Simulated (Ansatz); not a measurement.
# ZnO, pressure series

Take ZnO in the wurtzite structure (space group P6_3mc, No. 186) as the base.

```cif
data_O2Zn2
_chemical_formula_sum 'Zn2 O2'
_space_group_name_H-M_alt 'P63mc'
_space_group_IT_number 186
_space_group_name_Hall 'P 6c -2c'
_cell_length_a 3.27991
_cell_length_b 3.27991
_cell_length_c 5.29408
_cell_angle_alpha 90.000
_cell_angle_beta 90.000
_cell_angle_gamma 120.000
loop_
_atom_site_label
_atom_site_type_symbol
_atom_site_symmetry_multiplicity
_atom_site_Wyckoff_symbol
_atom_site_fract_x
_atom_site_fract_y
_atom_site_fract_z
_atom_site_occupancy
Zn1 Zn 2 b 0.66667 0.33333 0.00214 1
O1 O 2 b 0.33333 0.66667 0.12306 1
```

Cell and atoms are relaxed at each pressure.

The values are results of plane-wave PAW DFT at the PBE level (Ansatz, a program for electronic structure, 420 eV), no spin-orbit coupling, earlier PAW set, not measurements.

```json
[
 {"P (GPa)": "-2.00", "V (Å³/atom)": "12.531"},
 {"P (GPa)": "-1.00", "V (Å³/atom)": "12.429"},
 {"P (GPa)": "0.29", "V (Å³/atom)": "12.303"},
 {"P (GPa)": "0.69", "V (Å³/atom)": "12.266"},
 {"P (GPa)": "1.50", "V (Å³/atom)": "12.192"},
 {"P (GPa)": "3.00", "V (Å³/atom)": "12.062"},
 {"P (GPa)": "4.99", "V (Å³/atom)": "11.899"},
 {"P (GPa)": "7.49", "V (Å³/atom)": "11.710"},
 {"P (GPa)": "10.00", "V (Å³/atom)": "11.535"}
]
```

Problem. Fit a third-order Birch–Murnaghan equation of state.

Solution. Least squares on P(V) = (3B₀/2)[(V₀/V)^(7/3) − (V₀/V)^(5/3)]·[1 + (3/4)(B₀′ − 4)((V₀/V)^(2/3) − 1)] gives V₀ = 12.33 Å³/atom, B₀ = 129 GPa and B₀′ = 4.4.

Measured bulk modulus of ZnO: 143 GPa (temperature not stated; as listed in Cormac Toher et al., Physical Review Materials (2017)); the computed value is for a static lattice, so the two differ by thermal effects too.

Between the base and pressure 10 GPa the gap moves from 0.74 eV to 0.84 eV, a mean slope of 9.5 meV/GPa.

Load acts through the strain it causes; cell and atoms are relaxed under it. Stability against distortions was not tested. Measured, ZnO leaves this structure (for rock salt) near 9.1 GPa (temperature not stated; as listed in Datta, Sujoy, Jana, Debnarayan, arXiv (2020)), on rising pressure, with hysteresis.
